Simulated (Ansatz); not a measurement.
The parent structure is CdS in the wurtzite structure (space group P6_3mc, No. 186; a = 4.1962 Å, c = 6.8295 Å).

Levels (all Ansatz, a quantum-chemistry and plane-wave program, PAW): PBE (420 eV, without spin-orbit coupling); PBE+SOC (420 eV, spin-orbit coupling included).

The geometry is relaxed with PBE.

| Quantity | Result |
|---|---|
| PBE valence-band top at Γ | 0.00, 0.00, -0.04 eV |
| PBE lowest conduction level above the VBM at special points | Γ 1.11 eV; A 2.76 eV; L 3.45 eV; M 3.62 eV |
| PBE pressure | 0.00 GPa |

Question: What does PBE+SOC give at this geometry for the valence-band top at Γ, lowest conduction level above the VBM at special points and pressure?

Answer: The valence-band top at Γ (three highest Kramers pairs, from the VBM) goes from 0.00, 0.00, -0.04 eV to 0.00, -0.02, -0.07 eV; the lowest conduction level above the VBM at special points changes from Γ 1.11 eV; A 2.76 eV; L 3.45 eV; M 3.62 eV to Γ 1.10 eV; A 2.74 eV; L 3.44 eV; M 3.60 eV; the pressure is nearly the same (0.00 GPa against -0.05 GPa).

Single points use the geometry relaxed with PBE. Differences between runs with and without spin-orbit coupling are approximate. The levels and masses belong to the bands next to the band gap. Whether these cells are dynamically stable was not tested.
